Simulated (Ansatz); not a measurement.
Functionals compared on F on the 1x1 (100) surface of rock-salt MgO (cut with top plane Mg + O), one in a 2x2 cell, started at the site 'top Mg', in Ansatz (plane waves, PAW). The structure was relaxed with PBE; the other rows are single points on it, each with its references at the same level. Cutoff 420 eV (500 eV for r2SCAN). The points keep PBE's geometry, so the relaxation of a polaron and the settling of charge on one site are left out.

Host crystal: rock-salt MgO, with a band gap (PBE, scalar-relativistic without spin-orbit coupling).

Set-up: 33 atoms, 6.4 Å thick at the start under the adsorbate (thin: gaps and levels are the slab's own); mesh 3x3x1; 0.01 eV smearing; dipole correction on; 16 atoms held, the rest relaxed; start symmetry kept, larger cells not searched; spin-polarised, ending with about 1.0 μB a cell, a value that depends on the mesh; orders that need a larger cell were not tried, no spin-orbit, no U, no dispersion correction. The slab shows no gap over 0.04 eV on its mesh. It is one chosen start, not shown to be the lowest state of the adsorbate. These notes are the PBE run's. RPBE: The program's check for a lower electronic state was not made. r2SCAN: The program's check for a lower electronic state was not made. Adsorption energies are against ½ F2(g). A negative adsorption energy means that the adsorbate is more stable on the surface than in its reference.

```tsv
functional	adsorption energy (eV)
PBE	-0.87
RPBE	-0.86
r2SCAN	?
```

### Question
Fill in the missing entries.

### Answer

- r2SCAN, adsorption energy (eV): -0.78

Ansatz is an electronic-structure program.
